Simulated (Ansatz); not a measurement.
Consider WSi2 (space group I4/mmm, No. 139; a = 3.229 Å, c = 7.870 Å; relaxed with 0.1 eV smearing). Axes: x, y, z lie along a, b, c of the conventional cell.

(Cell as relaxed with PBE.)

Levels (all Ansatz, a program for electronic structure, PAW): PBE (420 eV, spin-orbit coupling left out); r2SCAN (500 eV, spin-orbit coupling left out).

Each level relaxes its own structure.

```csv
base,PBE,r2SCAN
volume per atom,13.67 Å³,13.42 Å³
lattice parameter a,3.229 Å,3.211 Å
band gap,zero,zero
```

The change: biaxial strain −1.64 %, plane normal [001], relaxed out of plane (Cartesian); in-plane vectors clamped, the third vector and the atoms free.

```json
[
 {"quantity": "ratio −ε⊥/ε∥", "PBE": "0.39", "r2SCAN": "___"},
 {"quantity": "pressure (mean of the normal stresses, compression positive)", "PBE": "5.8 GPa", "r2SCAN": "___"}
]
```

Question: Predict the r2SCAN column.

Answer: 
- ratio −ε⊥/ε∥, r2SCAN: 0.37
- pressure (mean of the normal stresses, compression positive), r2SCAN: 6.2 GPa

PBE's pressure lies 0.4 GPa below r2SCAN's. Neither level is exact; r2SCAN is the comparison here, not a measurement.

Stability against distortions was not tested. The final runs are not spin-polarised.
